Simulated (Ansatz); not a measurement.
# Pt, response to strain

Base system: Pt in the fcc (Cu type) structure (space group Fm-3m, No. 225; a = 3.895 Å; relaxed with 0.1 eV smearing). Axes: x, y, z lie along the cube axes.

Strains are applied to the cell and any free atomic positions relax.

Computed with LDA/PAW in Ansatz (a quantum-chemistry and plane-wave program), no spin-orbit coupling.

Notes on the quantities. energy relative to the base: free energy F.

```json
[
 {"uniaxial strain ε_zz (%)": "-3", "energy relative to the base (meV/atom)": "16.8"},
 {"uniaxial strain ε_zz (%)": "-2.5", "energy relative to the base (meV/atom)": "11.5"},
 {"uniaxial strain ε_zz (%)": "-2", "energy relative to the base (meV/atom)": "7.3"},
 {"uniaxial strain ε_zz (%)": "-1.5", "energy relative to the base (meV/atom)": "4.1"},
 {"uniaxial strain ε_zz (%)": "-1", "energy relative to the base (meV/atom)": "?"},
 {"uniaxial strain ε_zz (%)": "-0.5", "energy relative to the base (meV/atom)": "0.4"},
 {"uniaxial strain ε_zz (%)": "0", "energy relative to the base (meV/atom)": "0.0"}
]
```

**Question.** Fit ΔE = Aε² + Bε³ (ε in %) to the rows shown and predict the withheld row.

**Answer.** Least squares on the printed values gives A = 1.75 and B = -0.040 meV/atom (largest residual 0.0 meV/atom); this predicts 1.8 meV/atom, and the run gives 1.8 meV/atom, in agreement.

Whether these cells are dynamically stable was not tested. The final runs are not spin-polarised.
